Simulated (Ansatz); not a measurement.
**Ga (space group Cmce, No. 64)**

```yaml
crystal:
  lattice:
    - [2.23925, -3.79611, 0.00000]
    - [2.23925, 3.79611, 0.00000]
    - [0.00000, 0.00000, 4.51839]
  atoms:
    - { symbol: Ga, position: [0.65602, 0.34398, 0.41505] }
    - { symbol: Ga, position: [0.34398, 0.65602, 0.58495] }
    - { symbol: Ga, position: [0.84398, 0.15602, 0.91505] }
    - { symbol: Ga, position: [0.15602, 0.84398, 0.08495] }
```

Calculations: r2SCAN (Ansatz, a program for electronic structure, PAW, spin-orbit coupling left out). k-mesh 12×12×10 (Γ-centred); smearing 0.05 eV (Fermi–Dirac).

Volume per atom: 19.20 Å³
Density: 6.03 g/cm³
Band gap: zero
Total energy: -3790.269 eV/atom (σ→0; compares only within this code and set-up)

Stability against distortions was not tested.
